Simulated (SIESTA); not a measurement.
Worked example: self-consistent single point of RbMg₆Sn (Amm2, 8 atoms in the cell) in SIESTA.

Method: GGA PBEsol, numerical atomic orbitals TZP, PseudoDojo PBEsol standard norm-conserving potentials (rewritten from UPF to PSML) in SIESTA.

```yaml
crystal:
  lattice:
    - [5.35028, 0.00000, 0.00000]
    - [0.00000, 3.61171, 6.24514]
    - [0.00000, -3.61171, 6.24514]
  atoms:
    - { symbol: Rb, position: [0.50000, 0.66751, 0.66751] }
    - { symbol: Mg, position: [0.00000, 0.28994, 0.85708] }
    - { symbol: Mg, position: [0.00000, 0.85708, 0.28994] }
    - { symbol: Mg, position: [0.00000, 0.33244, 0.33244] }
    - { symbol: Mg, position: [0.50000, 0.16030, 0.67712] }
    - { symbol: Mg, position: [0.50000, 0.67712, 0.16030] }
    - { symbol: Mg, position: [0.50000, 0.16138, 0.16138] }
    - { symbol: Sn, position: [0.00000, 0.85422, 0.85422] }
```

Reference input (self-consistent single point, DFT, GGA PBEsol, numerical atomic orbitals TZP, PseudoDojo PBEsol standard norm-conserving potentials (rewritten from UPF to PSML)): XC.functional = GGA; XC.authors = PBEsol; potentials = PseudoDojo PBEsol standard; PAO.BasisSize = TZP; PAO.EnergyShift = 0.01 Ry; MeshCutoff = 350 Ry; kgrid.MonkhorstPack = 4 3 3; OccupationFunction = FD; ElectronicTemperature = 1160.45 K; MaxSCFIterations = 150; SCF.Mixer.Method = Pulay; SCF.Mixer.Weight = 0.25. This run's input differs from it in these lines:

```diff
@@ -35,5 +35,5 @@
 %block kgrid.MonkhorstPack
-    4   0   0  0.0
-    0   3   0  0.0
-    0   0   3  0.0
+   10   0   0  0.0
+    0   9   0  0.0
+    0   0   9  0.0
 %endblock kgrid.MonkhorstPack
```

Output, abridged:

```
        iscf     Eharris(eV)        E_KS(eV)     FreeEng(eV)     dDmax    Ef(eV) dHmax(eV)
   scf:    1   -12542.767635   -12549.710355   -12549.845072  1.065555 -3.068888  4.690598
   scf:    2   -12550.608710   -12550.295316   -12550.427226  0.135532 -3.071148  2.836268
   scf:    3   -12550.519158   -12550.411206   -12550.543076  0.063970 -3.105576  1.698187
   scf:    4   -12550.515601   -12550.468861   -12550.600977  0.086340 -3.159610  0.136236
   scf:    5   -12550.470102   -12550.469652   -12550.601770  0.003168 -3.163215  0.069386
   scf:    6   -12550.469950   -12550.469826   -12550.601931  0.006851 -3.164693  0.007677
   scf:    7   -12550.469826   -12550.469827   -12550.601934  0.000392 -3.165148  0.006520
   scf:    8   -12550.469830   -12550.469829   -12550.601935  0.000214 -3.165280  0.001416
   scf:    9   -12550.469827   -12550.469828   -12550.601935  0.000065 -3.165380  0.000657
SCF Convergence by DM+H criterion
max |DM_out - DM_in|         :     0.0000645890
max |H_out - H_in|      (eV) :     0.0006572284
SCF cycle converged after 9 iterations

Using DM_out to compute the final energy and forces

siesta: E_KS(eV) =           -12550.4698

siesta: E_KS - E_eggbox =    -12550.4698

siesta: Atomic forces (eV/Ang):
     1    0.000000    0.000000    0.055763
     2    0.000000   -0.035174   -0.016149
     3    0.000000    0.035174   -0.016149
     4    0.000000    0.000000   -0.009453
     5    0.000000   -0.021875    0.024026
     6    0.000000    0.021875    0.024026
     7    0.000000    0.000000   -0.042978
     8   -0.000000   -0.000000    0.056502
   Tot    0.000000    0.000000    0.075587
   Max    0.056502
   Res    0.023581    sqrt( Sum f_i^2 / 3N )
   Max    0.056502    constrained

   [... lines left out ...]
siesta: FreeEng =    -12550.601935
   [... lines left out ...]
siesta:     0.017442    0.000000   -0.000000
siesta:     0.000000    0.015743   -0.000000
siesta:    -0.000000   -0.000000    0.016320

siesta: Cell volume =        241.358092 Ang**3

siesta: Pressure (static):
siesta:                Solid            Molecule  Units
siesta:          -0.00017972         -0.00019049  Ry/Bohr**3
siesta:          -0.01650158         -0.01748978  eV/Ang**3
siesta:         -26.43843830        -28.02170929  kBar
```

The run converged in 9 iterations. Against the reference run the free energy rises by 4.3 meV/atom, the pressure stays near -2.64 GPa while the xx stress (positive for compression) goes from -3.46 to -2.79 GPa and the largest force goes from 0.144 to 0.057 eV/Å.

The starting cell comes from a database of computed structures (which also holds hypothetical and non-ambient phases and stackings), without a prior relaxation at this level. Its lattice was rescaled by a random factor within 2.5 % of one. Values carry the incompleteness of an atom-centred basis.

Cost on one core of a shared machine: roughly 2 min.
